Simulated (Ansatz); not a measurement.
Start from a 24-atom supercell of ZrSi$_{2}$ (space group Cmcm, No. 63; a = 3.6746 Å, b = 14.5674 Å, c = 3.6561 Å) at its relaxed geometry.

Calculations: PBEsol, PAW, 420 eV (Ansatz, a program for electronic structure; spin-orbit coupling left out).

Before the change:

Pressure: 0.0 GPa
Mean distance from the defect site to its nearest host atoms: 2.41 Å

The change: a neutral Si vacancy, atoms relaxed at fixed cell, starting from a slightly rattled geometry.

Question: What happens to the largest displacement of a host atom from its site in the perfect cell, pressure and mean distance from the defect site to its nearest host atoms?

Answer: The largest displacement of a host atom from its site in the perfect cell is 0.23 Å; the pressure goes from zero to -1.3 GPa; the mean distance from the defect site to its nearest host atoms drops by 0.206 Å (2.41 Å → 2.21 Å).

The cell is small, so the values are those of an ordered compound at a high defect concentration; dilute-limit values will differ. All final runs are without spin polarisation. The defect cell is not spin-polarised.
